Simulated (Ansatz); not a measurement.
Band structure of GaSb3 (Fm-3m, 4 atoms in the cell).

```
GaSb3
1.0
    0.00000     3.73060     3.73060
    3.73060     0.00000     3.73060
    3.73060     3.73060     0.00000
Ga Sb
1 3
Cartesian
  0.00000   0.00000   0.00000
  1.86530   1.86530   1.86530
  5.59589   5.59589   5.59589
  3.73060   3.73060   3.73060
```

Level of theory: PBEsol, PAW files made with PBE (plane waves; Ansatz, a quantum-chemistry and plane-wave program).

Settings: kpoints.mp_grid.grid = 9 9 9; hamiltonian.xc = pbesol; hamiltonian.pseudopotentials = {kind: paw} (the program's default PAW files); scf.occupations.method = gaussian; scf.occupations.width = 0.136 eV; kpoints.band_path.npoints = 8.

The starting cell comes from a database of computed structures (which also holds hypothetical and non-ambient phases and stackings), without a prior relaxation at this level. Spin-orbit coupling is off. The run gives no clean gap (levels at the Fermi energy touch, overlap or are partly filled at this smearing), which alone does not show that the compound is a metal.

Levels in eV from the Fermi level, bands 26 to 33:
| point | 26 | 27 | 28 | 29 | 30 | 31 | 32 | 33 |
|---|---|---|---|---|---|---|---|---|
| Γ | -2.48 | -2.48 | -2.31 | -2.31 | -2.31 | -0.61 | -0.61 | -0.61 |
| X | -5.09 | 0.67 | 1.01 | 1.13 | 1.13 | 1.97 | 1.97 | 2.11 |
| W | -2.90 | -2.42 | -2.34 | 1.49 | 1.61 | 2.24 | 2.24 | 3.37 |
| K | -2.90 | -1.35 | -0.85 | 0.18 | 1.03 | 1.53 | 2.89 | 3.15 |
| L | -3.46 | -2.52 | -2.52 | -0.31 | 0.02 | 2.13 | 2.13 | 3.05 |
| U | -2.90 | -1.35 | -0.85 | 0.18 | 1.03 | 1.53 | 2.89 | 3.15 |

Bands cross the Fermi level along this path, so the cell is metallic at this level.

Keys are those of Ansatz 0.2.
